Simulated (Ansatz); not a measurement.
**PbO2: pressure series**

The reference is PbO2 in the rutile structure (space group P4_2/mnm, No. 136; a = 5.082 Å, c = 3.444 Å).

Cell and atoms are relaxed at each pressure.

Level of theory: PBE (Ansatz, an electronic-structure program; PAW; 420 eV plane waves; no SOC).

Candidates:
(a) pressure −2 GPa
(b) pressure 22.5 GPa
(c) pressure 15 GPa

Before the change:

```
Quantity   Result
---------  ------
c/a ratio   0.678
```

Q: Order them by c/a ratio, highest first.

A: (b) pressure 22.5 GPa (0.717), (c) pressure 15 GPa (0.706), (a) pressure −2 GPa (0.672)

Load acts through the strain it causes; cell and atoms are relaxed under it. Whether these cells are dynamically stable was not tested. Competing high-pressure phases were not computed. The final runs are not spin-polarised.
